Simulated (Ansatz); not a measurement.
Levels about the gap of amorphous silicon nitride (Si24N32) (56 atoms in a cell of 608 Å³, 3.07 g/cm³; zone centre alone, so wide bands show as single levels with stretches between that a denser mesh fills), at the geometry that PBE relaxed, where it gives 0.0 GPa on a denser mesh. The participation number counts the atoms over which a state spreads; weights are charges in smoothed Voronoi cells. The levels come from a single point, so bond lengths are those of that geometry. Method of the levels: r2SCAN, scalar-relativistic without spin-orbit coupling (Ansatz, a program for electronic structure). Sampling: the zone centre alone; Fermi-Dirac width 0.01 eV; collinear spin, started from moments on atoms (the moments died out). At PBE the levels at the filled edge of the gap are localised (band-tail or defect states), and the nearest spread-out levels lie 2.9 eV apart at the zone centre.

The cell was made by melting and quenching with the CHGNet potential and then relaxed with DFT. N atoms were pushed apart under 1.9 Å during the dynamics, to hinder bonds among them. The hot cell started wider than the set density and was brought back towards it in steps. It is the lowest in DFT energy of 2 quenches. It is a model cell: composition and starting density were chosen by hand, and all elements were melted together. No dispersion term was used. A short ab initio anneal came between quench and relaxation. Its density started from a set value of 3.08 and ended at 3.07 g/cm³. The quench (nominally 300 K/ps over its main leg) was far faster than any real one, so the model tends to hold more defects than a real film. One small periodic cell is one sample of the glass; other quenches scatter about these values. The volume was free in the relaxation, at fixed shape. Stress components on the final sampling reach 4.3 GPa.

```tsv
E - E(highest filled), eV	filling	spin	participation number	largest on	weight N	weight Si
-0.62	filled	up	19.7	N, 3 neighbours	0.90	0.10
-0.28	filled	dn	16.8	N, 3 neighbours	0.90	0.10
-0.28	filled	up	16.8	N, 3 neighbours	0.90	0.10
-0.07	filled	dn	3.8	N, 2 neighbours	0.88	0.12
-0.07	filled	up	3.8	N, 2 neighbours	0.88	0.12
0.00	filled	dn	3.6	N, 2 neighbours	0.88	0.12
0.00	filled	up	3.6	N, 2 neighbours	0.88	0.12
3.04	empty	up	29.6	Si, 3 neighbours	0.51	0.49
3.04	empty	dn	29.6	Si, 3 neighbours	0.51	0.49
3.75	empty	up	14.2	Si, 4 neighbours	0.46	0.54
3.75	empty	dn	14.2	Si, 4 neighbours	0.46	0.54
3.94	empty	up	13.6	Si, 3 neighbours	0.44	0.56
3.94	empty	dn	13.6	Si, 3 neighbours	0.44	0.56
4.26	empty	up	27.9	Si, 4 neighbours	0.45	0.55
```

Most localised among these is the filled level at +0.00 eV, on a N atom, which has 2 neighbours (Si 1.62 Å, Si 1.63 Å).
